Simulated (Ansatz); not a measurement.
Worked example: self-consistent single point of K (Im-3m, 1 atom in the cell) in Ansatz (a first-principles code).

Method of the run: r2SCAN, default PAW files made with PBE (plane waves; Ansatz).

```
CELL_PARAMETERS angstrom
     -2.68084     2.68084     2.68084
      2.68084    -2.68084     2.68084
      2.68084     2.68084    -2.68084
ATOMIC_POSITIONS crystal
  K  0.00000 0.00000 0.00000
```

Reference input (self-consistent single point, DFT, PBE, plane waves, default PAW files): basis.ecutwfc = 420 eV; kpoints.mp_grid.grid = 12 12 12; hamiltonian.xc = pbe; hamiltonian.pseudopotentials = {kind: paw} (the program's default PAW files); scf.occupations.method = fermi_dirac; scf.occupations.width = 0.1 eV. This run's input differs from it in these lines:

Ansatz 0.2 input:
```diff
@@ -9,3 +9,3 @@
 basis:
-  ecutwfc: 420.0
+  ecutwfc: 500.0
 kpoints:
@@ -14,3 +14,3 @@
 hamiltonian:
-  xc: pbe
+  xc: r2scan
   pseudopotentials:
```

Output (repeated stretches shortened):

```
SCF iter   1: F=—  HF=-1542.490345 eV  |F-HF|=—  |Δ(HF+E_count)|=         —  Δρ=2.19e-3  dr2=1.45e-3  dr2_τ=1.31e-4  ethr=1.77e-3  ⟨swp⟩=5.2  Hψ=4847  notcnv=0
all-band conjugate gradients solve this SCF's bands
preconditioner: auto → Kerker (q_TF=auto, 1.907 Å⁻¹)
SCF iter   2: F=—  HF=-1542.490145 eV  |F-HF|=—  |Δ(HF+E_count)|=   2.00e-4  Δρ=1.12e-3  dr2=4.04e-4  dr2_τ=1.83e-5  ethr=1.61e-5  ⟨swp⟩=2.4  Hψ=1778  notcnv=0
SCF iter   3: F=—  HF=-1542.490787 eV  |F-HF|=—  |Δ(HF+E_count)|=   6.42e-4  Δρ=1.91e-4  dr2=5.01e-5  dr2_τ=3.71e-6  ethr=4.49e-6  ⟨swp⟩=2.3  Hψ=975  notcnv=0
SCF iter   4: F=—  HF=-1542.490830 eV  |F-HF|=—  |Δ(HF+E_count)|=   4.23e-5  Δρ=6.77e-5  dr2=6.66e-6  dr2_τ=1.78e-7  ethr=5.56e-7  ⟨swp⟩=2.6  Hψ=929  notcnv=0
SCF iter   5: F=—  HF=-1542.490831 eV  |F-HF|=—  |Δ(HF+E_count)|=   1.62e-6  Δρ=1.28e-5  dr2=1.25e-7  dr2_τ=1.20e-8  ethr=7.40e-8  ⟨swp⟩=2.5  Hψ=973  notcnv=0
SCF iter   6: F=-1542.490831 eV  HF=-1542.490831 eV  |F-HF|=6.32e-9  |Δ(HF+E_count)|=   1.91e-7  Δρ=1.44e-6  dr2=1.58e-9  dr2_τ=9.49e-11  ethr=1.11e-9  ⟨swp⟩=5.3  Hψ=3554  notcnv=0
SCF 1 converged in 6 iterations: F = -1542.490831 eV  dr2 = 1.58e-9
Free energy (F): -1542.490831 eV
Internal energy: -1542.465856 eV  (E = F + TS)
E sigma→0 (E₀):  -1542.478344 eV
Entropy (-TS):   -0.024976 eV (-24.976 meV/atom)
Fermi energy:    1.621304 eV
--- Forces (eV/Å), atoms counted from 1 ---
  atom   1  K      0.00000000    -0.00000000    -0.00000000
--- Stress (GPa, compression-positive) ---
       -0.016786       0.000000       0.000000
        0.000000      -0.016786       0.000000
       -0.000000      -0.000000      -0.016786
  P = ⅓ Tr σ = -0.0168 GPa (-0.168 kbar)
  The stress holds the Pulay correction. Without it, at fixed plane waves, as pw.x and ABINIT print it: P = -0.0202 GPa
```

The run converged in 6 iterations. Against the reference run the pressure goes from -0.13 to -0.02 GPa.

The starting cell comes from a database of computed structures (which also holds hypothetical and non-ambient phases and stackings), without a prior relaxation at this level. Its lattice was rescaled by a random factor within 2.5 % of one. Ansatz's pressure includes its estimate of the finite-basis (Pulay) stress.
